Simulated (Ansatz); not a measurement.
**TiO2, response to strain**

Take TiO2 in the anatase structure (space group I4_1/amd, No. 141; a = 3.799 Å, c = 9.701 Å) as the base. Axes: x, y, z lie along a, b, c of the conventional cell.

Strains are applied to the cell and any free atomic positions relax; under biaxial strain the out-of-plane vector relaxes too.

Level of theory: Ansatz (a first-principles code) PBE, no spin-orbit coupling.

Notes on the quantities. energy relative to the base: free energy F.

| biaxial strain, plane normal [001], relaxed out of plane (%) | energy relative to the base (meV/atom) |
|---|---|
| 0 | 0.0 |
| 0.6 | 0.7 |
| 1.2 | 2.7 |
| 1.8 | ? |
| 2.4 | 11.0 |
| 3 | 17.1 |

Q: Fit ΔE = Aε² + Bε³ (ε in %) to the rows shown and predict the withheld row.

A: Least squares on the printed values gives A = 1.91 and B = -0.0039 meV/atom (largest residual 0.0 meV/atom); this predicts 6.2 meV/atom, and the run gives 6.2 meV/atom, in agreement.

Whether these cells are dynamically stable was not tested. The final runs are not spin-polarised.
